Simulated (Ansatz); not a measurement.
Take Pt in the fcc (Cu type) structure (space group Fm-3m, No. 225; a = 3.9418 Å; relaxed with 0.1 eV smearing) as the base.

Structures relaxed with r2SCAN/PAW in Ansatz (a quantum-chemistry and plane-wave program), scalar-relativistic without spin-orbit coupling.

Base:

Simulated powder pattern, Cu Kα, λ = 1.54184 Å (kinematic, ideal powder, no thermal factors, no anomalous dispersion; the 8 strongest lines at most, above 2 %, up to 2θ = 90°):

```tsv
2θ (°)	I/Imax (%)	hkl
39.60	100	(111)
46.05	49	(200)
67.17	33	(220)
80.88	40	(311)
85.30	12	(222)
```

One thing is altered: every lattice vector is stretched by 2.00 %; the atoms relax in the strained cell.

After the change:

Simulated powder pattern, Cu Kα, λ = 1.54184 Å (kinematic, ideal powder, no thermal factors, no anomalous dispersion; the 8 strongest lines at most, above 2 %, up to 2θ = 90°):

| 2θ (°) | d (Å) | I/Imax (%) | hkl |
|---|---|---|---|
| 38.79 | 2.321 | 100 | (111) |
| 45.10 | 2.010 | 49 | (200) |
| 65.68 | 1.421 | 33 | (220) |
| 78.98 | 1.212 | 40 | (311) |
| 83.24 | 1.161 | 12 | (222) |

The indices refer to the base's conventional cell; one index is shown for lines that coincide.

Whether these cells are dynamically stable was not tested. All final runs are without spin polarisation. Pt lies near a magnetic instability that expansion can trigger; it was not tested.
